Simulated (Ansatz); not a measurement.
Consider Os in the hcp (Mg type) structure (space group P6_3/mmc, No. 194; a = 2.7543 Å, c = 4.3474 Å; relaxed with 0.1 eV smearing).

All numbers come from plane-wave PAW DFT at the PBE level (Ansatz, a first-principles code, 420 eV), without spin-orbit coupling.

Before the change:

The pressure is 0.0 GPa and the band gap is zero.

Modification: an isotropic linear strain of −1.00 %, atoms relaxed at fixed cell.

Problem. What does the calculation give for the energy relative to the base after the change?

Solution. The energy goes up by 17 meV/atom.

Problem. Estimate the effect on the pressure.

Solution. The pressure (mean of the normal stresses, compression positive) goes from zero to 12.9 GPa.

Problem. How does this affect the band gap?

Solution. The band gap remains zero.

Stability against distortions was not tested. The final runs are not spin-polarised.
